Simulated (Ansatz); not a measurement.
Amorphous Si₂₄O₅₁B₂, 77 atoms at 2.18 g/cm³, one PBE-relaxed geometry, zone centre. Methods: PBE, scalar-relativistic without spin-orbit coupling (Ansatz, a first-principles code); r2SCAN, scalar-relativistic without spin-orbit coupling (Ansatz); HSE06, scalar-relativistic without spin-orbit coupling (Ansatz). Plane waves to 420 eV (r2SCAN 500 eV); exact exchange is cut at the cell's faces. At PBE the levels at the filled edge of the gap are localised (band-tail or defect states), and the nearest spread-out levels lie 5.5 eV apart at the zone centre. All rungs ran without spin polarisation.

It comes from a melt-quench run on a machine-learned potential (CHGNet), relaxed afterwards by DFT. O atoms were pushed apart under 1.9 Å during the dynamics, to hinder bonds among them. The hot cell started wider than the set density and was brought back towards it in steps. It is the lowest in DFT energy of 2 quenches. It is a model cell: composition and starting density were chosen by hand, and all elements were melted together. No dispersion term was used. Its density started from a set value of 2.18 and ended at 2.18 g/cm³. The quench (nominally 480 K/ps over its main leg) was far faster than any real one, so the model tends to hold more defects than a real film. One small periodic cell is one sample of the glass; other quenches scatter about these values. The volume was held where the preparation left it and the shape relaxed, at a PBE pressure of -0.2 GPa (tension).

The relaxation ran on the zone centre alone. At PBE the level gap is 5.18 eV on a 2×2×2 Γ-centred mesh, and the spacing at the zone centre alone 5.18 eV.

**Question.** What zone-centre spacing does r2SCAN give, roughly?

**Answer.** 5.86 eV (+0.68 eV against PBE).

**Question.** What zone-centre spacing does HSE06 give, roughly?

**Answer.** 7.00 eV (+1.83 eV against PBE).

The highest filled and the lowest empty state spread over these numbers of atoms (participation numbers): PBE: 3.5 and 69.7; r2SCAN: 3.4 and 70.5; HSE06: 3.5 and 70.2.
